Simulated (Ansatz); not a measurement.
The parent structure is ZnS in the zinc blende structure (space group F-43m, No. 216; a = 5.3891 Å). Axes: x, y, z lie along the cube axes.

All numbers come from plane-wave PAW DFT at the r2SCAN level (Ansatz, a program for electronic structure, 500 eV), spin-orbit coupling left out.

Before the change:

The pressure is 0.00 GPa.

Perturbation: biaxial strain +2.00 %, plane normal [001], relaxed out of plane (Cartesian); in-plane vectors clamped, the third vector and the atoms free.

Q: How does this affect the pressure?

A: The pressure (mean of the normal stresses, compression positive) goes from zero to -1.19 GPa.

Q: How does this affect the out-of-plane strain?

A: The out-of-plane strain comes out as -2.44 %.

Q: Estimate the effect on the energy relative to the base.

A: The energy grows by 4.4 meV/atom.

Stability against distortions was not tested.
